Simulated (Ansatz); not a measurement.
V_B+O_N+O_N in bulk hexagonal BN (AA') (start: the B site; N 1.45 Å away; N 1.45 Å away; 128-site cell, 2×2×2 Γ-centred sampling). Level of theory: PBE-D3(BJ), PAW (plane waves to 420 eV; Ansatz, a quantum-chemistry and plane-wave program). Total energies of the localised charge states, counted from that of charge 0, and their image corrections (point charge with alignment); the host's valence-band maximum lies at 4.807 eV on the cells' energy zero and its gap is 4.23 eV.

| charge | moment (μB) | E − E(first) (eV) | correction (eV) |
|---|---|---|---|
| 0 | 1.0 | 0.000 | 0.000 |
| −1 | 0.0 | 6.453 | 0.322 |

Derive the transition levels above the valence-band maximum and say which of them are thermodynamic.

A level is the Fermi energy at which two charges have equal formation energy: ε(q/q′) = [E(q′) + corr(q′) − E(q) − corr(q)] / (q − q′) − E_VBM.
ε(0/−1) = [(6.453 + 0.322) − (0.000 + 0.000)] / 1 − 4.807 = 1.97 eV
Thermodynamic levels at least 0.1 eV inside the gap: (0/−1) at 1.97 eV. They hold to tenths of an eV in this cell. Only the charges listed were compared. Charge +1 has its level within 0.1 eV of a band edge or past it. The geometries come from one start. Flagged in the runs: a doubtful potential alignment, a strain field that reaches the edge of the cell.
